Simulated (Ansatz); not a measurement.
Start from BaTe in the rock salt structure (space group Fm-3m, No. 225; a = 7.064 Å).

Level of theory: DFT with PBE, PAW potentials and a 420 eV plane-wave cutoff in Ansatz (an electronic-structure program), no SOC.

Strains are applied to the cell and any free atomic positions relax.

One change was made to it. Results:

The band gap increases by 0.10 eV, from 1.66 eV to 1.76 eV; the electron mass changes from 1.3 mₑ along k, 0.28 mₑ across (at X) to 1.4 mₑ along k, 0.30 mₑ across (at X); the energy grows by 13 meV/atom.

Task: Which of these changes matches the shifts?
A) isotropic strain +2.00 %
B) isotropic strain −0.50 %
C) isotropic strain +2.50 %
D) isotropic strain +1.50 %

Result: A, isotropic strain +2.00 %. For comparison, the energy relative to the base in the other runs: isotropic strain +2.50 % gives +20 meV/atom; isotropic strain −0.50 % gives +0.9 meV/atom; isotropic strain +1.50 % gives +7.6 meV/atom.

With Te present, leaving out spin-orbit coupling can change the band edges. Masses are band curvatures over ±0.01 Å⁻¹ around the edge. Along k means along the line from Γ to the band edge. Stability against distortions was not tested.
